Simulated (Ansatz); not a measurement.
Ansatz (an electronic-structure program) run on Zn2CuN2 (C2/m, 10 atoms in the cell): self-consistent single point

Method: PBEsol, default PAW files made with PBE (plane waves; Ansatz).

This input was run:

Ansatz 0.2 input:
```yaml
crystal:
  lattice:
    - [5.637365, -1.792380, 0.000000]
    - [5.637365, 1.792380, 0.000000]
    - [-3.720053, 0.000000, 6.322360]
  atoms:
    - { symbol: Zn, position: [0.342690, 0.342690, 0.489490] }
    - { symbol: Zn, position: [0.657310, 0.657310, 0.510510] }
    - { symbol: Zn, position: [0.918180, 0.918180, 0.222940] }
    - { symbol: Zn, position: [0.081820, 0.081820, 0.777060] }
    - { symbol: Cu, position: [0.627840, 0.627840, 0.095640] }
    - { symbol: Cu, position: [0.372160, 0.372160, 0.904360] }
    - { symbol: N, position: [0.799670, 0.799670, 0.354860] }
    - { symbol: N, position: [0.200330, 0.200330, 0.645140] }
    - { symbol: N, position: [0.510530, 0.510530, 0.798060] }
    - { symbol: N, position: [0.489470, 0.489470, 0.201940] }
basis:
  ecutwfc: 30.9 Ry
kpoints:
  mp_grid: { grid: [7, 7, 4] }
hamiltonian:
  xc: pbesol
  pseudopotentials: { kind: paw }
scf:
  occupations: { method: fermi_dirac, width: 0.0073 Ry }
output:
  forces: true
  eigenvalues: true
  stress: true
```

Output, abridged:

```
WARN ansatz: RAYON_NUM_THREADS=1 ignored (pool sized by the plan → 1); use --threads N
Pseudopotentials: kind: paw
Pseudopotential: Zn, paw, valence charge 12
Pseudopotential: Cu, paw, valence charge 19
Pseudopotential: N, paw, valence charge 5
Crystal: 10 atoms, lattice volume = 127.766 Å³
Basis set: ecut = 420.4159175005146 eV, 2485 PW (Γ), exchange–correlation on 80×80×100 points (8 copies of the dense FFT grid, shifted against one another)
Bands: 64, of which v1, the nominal top of the filled ones, is band 53 counted from 1 (52 counted from 0)
Symmetry: 4 space group operations
Space group: C2/m (ITA 12), of the structure as read, at distance tolerance 5.0e-5 Å
k-points: 60 of 196
PAW frozen core: Zn, regenerated for the run's functional, and the local potential with it
PAW frozen core: Cu, regenerated for the run's functional, and the local potential with it
PAW frozen core: N, regenerated for the run's functional, and the local potential with it
Initial density: superposition of atomic densities (neutral atoms: chi_scale 0, normalization atom), corrected by the library's trained network
Initial wavefunctions: pseudopotential atomic-orbital guess
Eigensolver: davidson
Functional: x = pbesol(κ = 0.804, μ = 0.12345679012345678), c = pbesol(β = 0.046)
SCF iter   1: F=—  HF=-27812.822570 eV  |F-HF|=—  |Δ(HF+E_count)|=         —  Δρ=1.63e-2  dr2=2.92e-1  ethr=1.77e-3  ⟨swp⟩=5.8  Hψ=14231  notcnv=0  defer=34
all-band conjugate gradients solve this SCF's bands
preconditioner: auto → LDOS
SCF iter   2: F=—  HF=-27812.868808 eV  |F-HF|=—  |Δ(HF+E_count)|=   4.62e-2  Δρ=2.20e-2  dr2=3.88e-1  ethr=2.75e-4  ⟨swp⟩=2.0  Hψ=8086  notcnv=0  defer=194
SCF iter   3: F=—  HF=-27812.757698 eV  |F-HF|=—  |Δ(HF+E_count)|=   1.11e-1  Δρ=3.79e-3  dr2=1.30e-2  ethr=2.75e-4  ⟨swp⟩=2.9  Hψ=7169  notcnv=0  defer=194
SCF iter   4: F=—  HF=-27812.754213 eV  |F-HF|=—  |Δ(HF+E_count)|=   3.49e-3  Δρ=6.26e-4  dr2=5.60e-4  ethr=1.23e-5  ⟨swp⟩=2.0  Hψ=6277  notcnv=0  defer=194
SCF iter   5: F=—  HF=-27812.754150 eV  |F-HF|=—  |Δ(HF+E_count)|=   6.35e-5  Δρ=3.63e-4  dr2=1.17e-4  ethr=5.28e-7  ⟨swp⟩=2.0  Hψ=6115  notcnv=0  defer=194
SCF iter   6: F=—  HF=-27812.754116 eV  |F-HF|=—  |Δ(HF+E_count)|=   3.38e-5  Δρ=1.47e-4  dr2=2.02e-5  ethr=1.10e-7  ⟨swp⟩=2.0  Hψ=5646  notcnv=0  defer=194
SCF iter   7: F=—  HF=-27812.754104 eV  |F-HF|=—  |Δ(HF+E_count)|=   1.19e-5  Δρ=5.53e-5  dr2=3.10e-6  ethr=1.91e-8  ⟨swp⟩=1.9  Hψ=5545  notcnv=0  defer=194
SCF iter   8: F=—  HF=-27812.754104 eV  |F-HF|=—  |Δ(HF+E_count)|=   3.66e-7  Δρ=2.09e-5  dr2=3.86e-7  ethr=2.93e-9  ⟨swp⟩=2.2  Hψ=6015  notcnv=0  defer=194
SCF iter   9: F=-27812.754104 eV  HF=-27812.754104 eV  |F-HF|=1.54e-8  |Δ(HF+E_count)|=   3.66e-8  Δρ=4.59e-6  dr2=1.44e-8  ethr=9.43e-11  ⟨swp⟩=9.3  Hψ=16369  notcnv=0
SCF 1 converged in 9 iterations: F = -27812.754104 eV  dr2 = 1.44e-8
SCF converged after 9 iterations
Free energy (F): -27812.754104 eV
Harris-Foulkes:  -27812.754104 eV  (|F-HF|=1.54e-8)
Internal energy: -27812.672400 eV  (E = F + TS)
E sigma→0 (E₀):  -27812.713252 eV
Entropy (-TS):   -0.081704 eV (-8.170 meV/atom)
Fermi energy:    9.045378 eV
--- Per-component energies (eV) ---
  E_band       = -817.504556
  E_kinetic    = 1627.919083
  E_local      = -18043.463867  (includes V_loc(G=0)·N_el)
  E_nonlocal   = 3425.608897
  E_hartree    = 7727.929490
  E_xc         = -952.832904
  E_vxc        = -736.989213  (∫ρ·V_xc dr)
  E_paw        = -10898.548326  (= ΣΔE_a)
  E_vpaw       = -2546.440615  (= ΣTr[D̂ρ^β])
  E_aug_tail   = -0.000622  (compensation charges beyond the density's cutoff)
  E_ewald      = -10702.998370
  E_core_change = 3.714219  (= ΣΔE_core)
  E_smearing   = -0.081704  (= −TS)
  E_closure    = -0.000000  (closes the sum)
  Σ components = -27812.754104   (vs F -27812.754104, Δ=0.00e0)
--- Forces (eV/Å), atoms counted from 1 ---
  atom   1  Zn    -0.15371756     0.00000000     0.08965218
  atom   2  Zn     0.15371756    -0.00000000    -0.08965218
  atom   3  Zn    -0.07828241     0.00000000     0.10743618
  atom   4  Zn     0.07828241    -0.00000000    -0.10743618
  atom   5  Cu    -0.01706638    -0.00000000     0.01467744
  atom   6  Cu     0.01706638     0.00000000    -0.01467744
  atom   7  N      0.01895313     0.00000000    -0.09888636
  atom   8  N     -0.01895313    -0.00000000     0.09888636
  atom   9  N      0.04307619     0.00000000     0.23522358
  atom  10  N     -0.04307619    -0.00000000    -0.23522358
  max |Σ_I F_I| component: 2.78e-17 eV/Å
--- Stress (GPa, compression-positive) ---
       -5.616669      -0.000000      -0.213184
       -0.000000      -7.571172       0.000000
       -0.213191       0.000000      -6.365199
  P = ⅓ Tr σ = -6.5177 GPa (-65.177 kbar)
  The stress holds the Pulay correction. Without it, at fixed plane waves, as pw.x and ABINIT print it: P = -6.9412 GPa
--- Band table (eV; the first three rows and the last of 60) ---
  k-point 0: bands = ["-103.2921", "-103.2886", "-61.0469", "-61.0282", "-60.8547", "-60.8370", "-60.5531", "-60.5496", "-6.2437", "-5.4030", "-4.8989", "-4.8779", "1.9093", "2.0301", "2.0587", "2.2355", "2.2968", "2.3767", "2.4606", "2.4828", [...]
  k-point 1: bands = ["-103.2921", "-103.2886", "-61.0468", "-61.0282", "-60.8547", "-60.8370", "-60.5531", "-60.5496", "-6.1350", "-5.5299", "-4.9868", "-4.8104", "1.9327", "2.0475", "2.0618", "2.2328", "2.2714", "2.3360", "2.4567", "2.4791", [...]
  k-point 2: bands = ["-103.2921", "-103.2886", "-61.0468", "-61.0282", "-60.8548", "-60.8370", "-60.5531", "-60.5496", "-5.8694", "-5.8288", "-4.9903", "-4.8120", "1.9838", "2.0369", "2.0788", "2.1985", "2.2295", "2.3165", "2.4593", "2.4857", [...]
  k-point 59: bands = ["-103.2921", "-103.2886", "-61.0468", "-61.0282", "-60.8547", "-60.8370", "-60.5533", "-60.5497", "-5.8137", "-5.5627", "-5.1054", "-4.7690", "2.0301", "2.0392", "2.0948", "2.1880", "2.2184", "2.2714", "2.4359", "2.4374", [...]
```

The run converged in 9 iterations.

The starting cell comes from a database of computed structures (which also holds hypothetical and non-ambient phases and stackings), without a prior relaxation at this level. Spin polarisation is off. With a pressure of about -7 GPa the cell is away from its equilibrium volume at this level. Ansatz's pressure includes its estimate of the finite-basis (Pulay) stress. The run gives no clean gap (levels at the Fermi energy touch, overlap or are partly filled at this smearing), which alone does not show that the compound is a metal.
